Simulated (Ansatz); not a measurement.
PbCO₃ (Pnma, No. 62), treated with LDA (plane waves, PAW; Ansatz, an electronic-structure program).

Settings: plane-wave cutoff 500 eV, 8×8×6 k mesh (along the axes of the cell as run), gaussian smearing 0.02 eV, scalar-relativistic PAW data made under PBE.

Cell (relaxed at this level):

```
PbCO3
1.0
    5.89857     0.00000     0.00000
    0.00000     5.10174     0.00000
    0.00000     0.00000     8.43958
Pb C O
4 4 12
Cartesian
  1.50301   1.27543   3.51727
  4.39557   3.82630   4.92231
  1.44628   3.82630   7.73706
  4.45229   1.27543   0.70252
  2.41696   1.27543   6.39965
  3.48161   3.82630   2.03993
  0.53232   3.82630   2.17986
  5.36625   1.27543   6.25971
  5.35159   0.16423   6.90480
  0.54698   4.93751   1.53478
  3.49627   4.93751   2.68501
  2.40231   0.16423   5.75456
  2.40231   2.38664   5.75456
  3.49627   2.71510   2.68501
  0.54698   2.71510   1.53478
  5.35159   2.38664   6.90480
  0.58537   3.82630   3.46211
  5.31321   1.27543   4.97747
  2.36392   1.27543   7.68190
  3.53465   3.82630   0.75768
```

Give the computed band gap.


* **band gap**: 3.05 eV (on the SCF k mesh)

Note: the relaxation could not lower the start's symmetry, so the cell can be a saddle point above a distorted one; the volume lies 6 % below that of the published cell.

Spin–orbit coupling is not included; with these elements it can move the gap by several tenths of an eV or more.

The computed numbers hold no vibrational or temperature effects.
